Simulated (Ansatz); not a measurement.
Take CuI in the wurtzite structure (space group P6_3mc, No. 186; a = 4.187 Å, c = 6.898 Å) as the base.

Modification: a hydrostatic pressure of 1.5 GPa.

Levels (all Ansatz, an electronic-structure program, PAW): PBEsol (420 eV, no spin-orbit coupling); PBEsol+SOC (420 eV, spin-orbit coupling included).

The geometry is relaxed with PBEsol.

* **PBEsol valence-band top at Γ**: 0.00, 0.00, -0.10 eV
* **PBEsol width of the top valence band**: 1.56 eV
* **PBEsol pressure**: 1.50 GPa

With PBEsol+SOC at the same geometry, the valence-band top at Γ (three highest Kramers pairs, from the VBM) becomes 0.00, -0.07, -0.55 eV (PBEsol: 0.00, 0.00, -0.10 eV); the hole mass comes out as 1.2 mₑ along c, 0.24 mₑ across (at Γ); the width of the top valence band rises by 0.16 eV, from 1.56 eV to 1.72 eV; the pressure goes up by 0.07 GPa (1.50 GPa → 1.57 GPa).

Single points use the geometry relaxed with PBEsol. The spin-orbit shifts are approximate. Spin-orbit coupling, missing from the scalar runs, can matter with I. The levels and masses belong to the bands next to the band gap. Load acts through the strain it causes; cell and atoms are relaxed under it. Masses are band curvatures over ±0.01 Å⁻¹ around the edge. Stability against distortions was not tested. The runs without spin-orbit coupling are not spin-polarised. This is not the structure that CuI has at room temperature and ambient pressure.
